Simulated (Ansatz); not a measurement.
Cells marked so need not be the phases stable at ambient conditions, and some may be hypothetical.

 Where the default PAW files enter, the runs use the earlier of Ansatz's two default sets.

No gap correction and no spin-orbit coupling; mid-gap values are interpolated between computed energies.

A. K₂MgF₄ (I4/mmm, not sure to be the ambient phase, 7 atoms a cell, 14.6 Å³ an atom), along the normal of (001)
B. Li3Sb (Fm-3m, not sure to be the ambient phase, 4 atoms a cell, 17.5 Å³ an atom), along the normal of (110)
C. Li$_{4}$NCl (R-3m, not sure to be the ambient phase, 6 atoms a cell, 12.4 Å³ an atom), along the normal of (001)

Question: Rank these by mid-gap decay constant of the slowest evanescent state (highest first), as Ansatz (a quantum-chemistry and plane-wave program) with r2SCAN gives it.

Answer: A (0.56 1/Å), C (0.29 1/Å), B (0.13 1/Å)
